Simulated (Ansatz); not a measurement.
Defect migration in alpha quartz: interstitial Si, charge state +4. Level of theory: PBE, PAW (plane waves to 420 eV; Ansatz, a first-principles code).

Cell of 72 host sites held at the relaxed PBE lattice; the Γ point alone; Fermi-Dirac width 0.01 eV, spin-restricted; finite-size errors left in. Energies are static. The charge state is imposed; whether it is stable for some Fermi level was not computed. Sites that were not tried may lie lower. The start lies 0.46 eV above the lowest site run (PBE).

Barriers: single points on a 2×2×2 k-point mesh shifted by half a step along c at the bands' geometries.

Relaxed starting cell (atoms counted from 1):

```xyz
73
Lattice="10.0423 0.0000 0.0000 -5.0211 8.6968 0.0000 0.0000 0.0000 11.0190" Properties=species:S:1:pos:R:3 pbc="T T T"
Si    -1.2266     2.1372     1.7356
Si    -1.2207     2.1402     7.4101
Si    -3.8478     6.3023     1.7799
Si    -3.5163     6.4936     7.3656
Si     3.7526     2.1680     1.6689
Si     3.9339     2.0633     7.3831
Si     1.2853     6.3308     1.7630
Si     1.2843     6.5412     7.4775
Si     1.2362     2.3759    -0.0801
Si     1.3511     2.2931     5.6656
Si    -1.2856     6.7126     0.0603
Si    -0.9804     6.5818     5.4600
Si     6.2994     2.4328    -0.0715
Si     6.4251     2.1723     5.5370
Si     3.7484     6.7138    -0.0683
Si     3.7721     6.3975     5.5750
Si     2.6329    -0.0586     3.5704
Si     2.3719     0.1208     9.2142
Si    -0.0547     4.2279     3.6085
Si    -0.2186     4.4670     9.2175
Si     7.3972    -0.0133     3.4802
Si     7.3841     0.1275     9.2267
Si     4.8495     4.1504     3.6859
Si     4.8884     4.4806     9.0856
O      0.2270     1.8384     1.0885
O      0.2595     1.8140     6.7243
O     -2.3294     6.2809     1.2983
O     -2.1806     6.2916     6.5254
O      5.2292     1.9294     1.0715
O      5.3642     1.7592     6.6855
O      2.6779     6.0909     0.9817
O      2.8134     6.3544     6.8005
O      0.9749     3.4115     4.6066
O      0.7152     3.7887    10.3485
O     -1.4046     7.9102     4.5566
O     -1.8665     8.0809    10.4324
O      5.8924     3.4327     4.6656
O      5.8306     3.8369    10.2476
O      3.7430     7.8745     4.5062
O      3.2866     8.1616    10.3947
O      3.1498     0.7503     2.3453
O      3.4465     0.7374     8.1650
O      0.8343     4.9396     2.4602
O      0.7515     5.1435     8.0746
O      8.3579     0.6923     2.4213
O      8.3536     0.7321     8.0575
O      5.6997     5.0450     2.6197
O      5.7851     5.1685     7.8483
O      2.7114     2.6508     0.5561
O      2.8655     2.3696     6.1427
O      0.1403     6.9595     0.7974
O      0.3848     6.9938     6.1989
O      7.7263     2.6755     0.6736
O      7.8593     2.5660     6.1686
O      5.1535     6.9611     0.7781
O      5.3908     7.0257     5.9199
O      1.3685     0.7050     4.6392
O      1.3495     1.2445     9.7711
O     -0.8788     5.3200     4.4802
O     -1.2007     5.5739     9.9181
O      6.6166     0.8724     4.5386
O      6.4206     1.2854     9.8162
O      3.9103     5.1815     4.5889
O      3.9939     5.6685     9.7315
O     -1.1137     3.1836     2.9769
O     -1.1421     3.3523     8.4726
O     -3.7420     7.5512     3.2246
O     -3.5659     7.7257     8.3660
O      3.8115     3.1721     2.9480
O      3.9612     3.3699     8.3477
O      1.5526     7.4101     3.0030
O      1.3881     7.6830     8.5914
Si     0.3792    -0.6373     4.5724
```
Cell charge +4.

End state 1 differs by these moves (Å; atoms that move under 0.25 Å are left out):

```
atom  element     Δx     Δy     Δz
----  -------  -----  -----  -----
23         Si   0.10   0.21  -0.13
26          O  -0.24  -0.31  -0.34
27          O   0.14  -0.14  -0.20
31          O   0.17   0.08   0.17
33          O  -0.21   0.15   0.08
35          O  -0.20   0.11   0.15
37          O  -0.01   0.28   0.05
39          O  -0.10   0.35   0.25
47          O   0.14  -0.03  -0.23
55          O   0.18  -0.04  -0.21
56          O  -0.13   0.26   0.26
61          O  -0.10   0.25  -0.14
63          O   0.16   0.37  -0.26
66          O   0.23  -0.11  -0.06
67          O   0.16  -0.03  -0.32
73         Si  -0.35   0.73   0.90
```

Question: Give the forward and backward barriers to end state 1 at the level PBE, PAW.

Answer: forward 0.34 eV, backward 0.80 eV; at the saddle point atom 73 has neighbours 2 O at 1.70, O at 1.71, O at 1.91, O at 2.17 Å. The saddle point's order was not checked.
